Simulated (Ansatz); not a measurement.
A. SiC (wurtzite, P6_3mc)
B. zinc blende BAs
C. ZnS in the zinc blende structure
D. zinc blende GaP

Task: Rank these crystals by volume expansion coefficient at 300 K, lowest first, as quasi-harmonic approximation on DFT at the LDA level (Ansatz, a quantum-chemistry and plane-wave program) gives it.

Result: A (7.0 × 10⁻⁶ K⁻¹), B (12.1 × 10⁻⁶ K⁻¹), D (15.1 × 10⁻⁶ K⁻¹), C (19.5 × 10⁻⁶ K⁻¹)

 Spin-orbit coupling is not included.

The crystal is held in this phase throughout; melting and phase transitions are not modelled.

The PAW data sets were generated under PBE and serve the other functionals too.
